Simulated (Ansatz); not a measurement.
The parent structure is MgS in the rock salt structure (space group Fm-3m, No. 225).

```
MgS
1.0
    0.00000     2.59105     2.59105
    2.59105     0.00000     2.59105
    2.59105     2.59105     0.00000
Mg S
1 1
Direct
  0.00000   0.00000   0.00000
  0.50000   0.50000   0.50000
```

Method: PBEsol (Ansatz, a quantum-chemistry and plane-wave program, PAW, no spin-orbit coupling).

Carriers are added at fixed cell with a uniform background; the Fermi–Dirac width is that of 300 K.

One change was made to it. Results:

The valley order (the lowest conduction-band minima on the path, energy above the VBM, named in the base's zone) goes from X along ⟨100⟩ 2.73 eV; Γ 3.69 eV to X along ⟨100⟩ 2.74 eV; Γ 3.70 eV; the Fermi level relative to the doped band's edge (positive inside the band; to 0.05 eV) comes out as +0.05 eV.

### Question
Which of these changes matches the shifts?
A. electrons 3.0×10^21 cm⁻³
B. electrons 2.0×10^21 cm⁻³
C. holes 5.0×10^20 cm⁻³
D. electrons 1.0×10^21 cm⁻³

### Answer
C, holes 5.0×10^20 cm⁻³. For comparison, the Fermi level from band edge in the other runs: electrons 2.0×10^21 cm⁻³ gives +0.65 eV; electrons 1.0×10^21 cm⁻³ gives +0.45 eV; electrons 3.0×10^21 cm⁻³ gives +0.85 eV.

Carriers are added with a uniform compensating background; total energy and stress of such cells depend on the potential's zero and are not compared; many-body gap narrowing is missing at this level. The levels and masses belong to the bands next to the band gap. No phonon test of stability was made. The base started in P3_121 and relaxed to Fm-3m at this level.
